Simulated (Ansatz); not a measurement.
Nb: transverse stress against strain

Nb (bcc, Im-3m, 18.042 Å³/atom at rest, cube axes along x, y and z) under a strain ε along a cube axis (axis z), the other axes held. r2SCAN in Ansatz, a plane-wave DFT program (PAW, default set), 500 eV, 28×28×28 Γ-centred mesh, Fermi-Dirac smearing 0.10 eV; ions are relaxed within the symmetry of each cell. Stress is positive for a compressed cell.

Here s stands for strain and y for stress xx.

```csv
strain (%),stress xx (GPa)
-1.50,2.14
-1.00,1.40
-0.50,0.69
0.00,0.00
0.50,-0.67
1.00,-1.32
1.50,-1.95
3.00,?
```

Fit y of the 7 rows that show it with a straight line. Means: s 0, y 0.041. About the means, the sum of products is -9.5350 and the sum of squares of s is 7.0000; the slope is their ratio. Least squares gives y = 0.041 - 1.3621·s. Residuals (row less fit): 0.056, -0.003, -0.032, -0.041, -0.030, 0.001, 0.052; standard error 0.043 (degrees of freedom: 5). The slope gives the elastic constant C12 = 136 ± 1.6 GPa.

Predict the withheld y at s = 3.00 from the fit, and compare with the calculation.

y = 0.041 - 1.3621 × 3.0 = -4.045 GPa. The calculation gives -3.73 GPa, 0.315 GPa above the prediction (5.4 % of the range of y in the table). The row lies outside the fitted rows, so this is an extrapolation. From the scatter of the fitted rows alone, a prediction at this place has a standard error of 0.068 GPa, so the miss is 4.6 times that.

One order more, fitted to all 13 runs of the series, follows each within 0.02, so the miss is the next term of a smooth law. In a metal these values are sensitive to mesh and smearing; energies are taken to zero smearing, stresses follow the free energy. Rows are the converged runs of the series near zero and its far end; series whose fitted rows scatter by over a few per cent of the range, as at a crossing or softening among them, aren't shown in this form. Most that stay on the fit to the last digits aren't either.
